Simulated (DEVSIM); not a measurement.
# Al0.2Ga0.8As/GaAs n-p heterojunction

Structure: Al0.2Ga0.8As/GaAs n-p heterojunction, at 300 K.

| layer (left to right) | material | thickness (μm) | Nd (cm⁻³) | Na (cm⁻³) | τn (s) | τp (s) |
|---|---|---|---|---|---|---|
| 1 | Al0.2Ga0.8As | 1.90 | 3.4e16 | - | 1.4e-9 | 1.4e-9 |
| 2 | GaAs | 1.50 | - | 3.3e17 | 1.4e-9 | 1.4e-9 |

Left contact: ohmic. Right contact: ohmic. Voltage is applied to the left contact. Recombination: SRH at mid-gap, radiative. Mobility is constant in doping.

Constants are typed, rounded textbook-type inputs, not results; the design itself was drawn at random and stands for no fabricated device. Values at 300 K.

| parameter | Al0.2Ga0.8As | GaAs |
|---|---|---|
| gap (eV) | 1.6734 | 1.424 |
| affinity (eV) | 3.912 | 4.07 |
| permittivity | 12.33 | 12.9 |
| Nc (cm⁻³) | 6.04e17 | 4.7e17 |
| Nv (cm⁻³) | 9e18 | 9e18 |
| μn (cm²/Vs) | 4980 | 8500 |
| μp (cm²/Vs) | 250 | 400 |
| B (cm³/s) | 2e-10 | 2e-10 |

DEVSIM, 1D drift-diffusion, Boltzmann statistics, complete ionisation; no tunnelling, impact ionisation, image-force lowering or self-heating. Band offsets follow the typed affinities; no thermionic-emission limit at abrupt steps, no polarisation charge.

```yaml
potential_step_across_the_device_at_zero_bias: 1.422 V
largest_field_in_the_device_at_zero_bias: 110000 V/cm
Dark forward voltage at 1 A/cm²: 1.044 V
Dark forward voltage at 100 A/cm²: 1.170 V
```

Dark forward current:

```csv
V (V),J (A/cm²)
-0.05,-2.1e-12
-0.15,-2.1e-11
-0.25,-1.6e-10
-0.35,-1.1e-9
-0.45,-8.5e-9
-0.55,-6.7e-8
-0.65,-7.5e-7
-0.70,-3.3e-6
-0.80,-0.00010
-0.90,-0.0044
-1.00,-0.19
-1.10,-8.1
-1.20,-280
-1.30,-3600
```

Dark reverse current:

```tsv
V (V)	J (A/cm²)
0.04	9.0e-13
0.10	1.8e-12
0.20	3.1e-12
0.30	4.3e-12
0.40	5.4e-12
0.60	7.6e-12
0.80	9.5e-12
1.00	1.1e-11
1.30	1.4e-11
1.60	1.6e-11
2.00	1.9e-11
```
